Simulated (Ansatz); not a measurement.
# Rb2TlRhF6: pressure series

The parent structure is Rb2TlRhF6 (space group Fm-3m, No. 225; a = 9.0968 Å; a cell from a computed database, its experimental status unchecked).

Cell and atoms are relaxed at each pressure.

Level of theory: Ansatz (a program for electronic structure) r2SCAN, scalar-relativistic without spin-orbit coupling, earlier PAW set.

```json
[
 {"P (GPa)": "-2.02", "V (Å³/atom)": "19.898"},
 {"P (GPa)": "-1.01", "V (Å³/atom)": "19.310"},
 {"P (GPa)": "0.30", "V (Å³/atom)": "18.687"},
 {"P (GPa)": "0.69", "V (Å³/atom)": "18.523"},
 {"P (GPa)": "1.50", "V (Å³/atom)": "18.219"},
 {"P (GPa)": "3.00", "V (Å³/atom)": "17.727"},
 {"P (GPa)": "5.01", "V (Å³/atom)": "17.178"},
 {"P (GPa)": "7.51", "V (Å³/atom)": "16.617"},
 {"P (GPa)": "10.01", "V (Å³/atom)": "16.147"}
]
```

**Question.** Fit a third-order Birch–Murnaghan equation of state.

**Answer.** Least squares on P(V) = (3B₀/2)[(V₀/V)^(7/3) − (V₀/V)^(5/3)]·[1 + (3/4)(B₀′ − 4)((V₀/V)^(2/3) − 1)] gives V₀ = 18.82 Å³/atom, B₀ = 42 GPa and B₀′ = 5.7.

Between the base and pressure 5 GPa the gap moves from 2.57 eV to 2.69 eV, a mean slope of 25 meV/GPa.

Spin-orbit coupling, missing from the scalar runs, can matter with Tl. Load acts through the strain it causes; cell and atoms are relaxed under it. Whether these cells are dynamically stable was not tested. No other phases were tried under pressure.
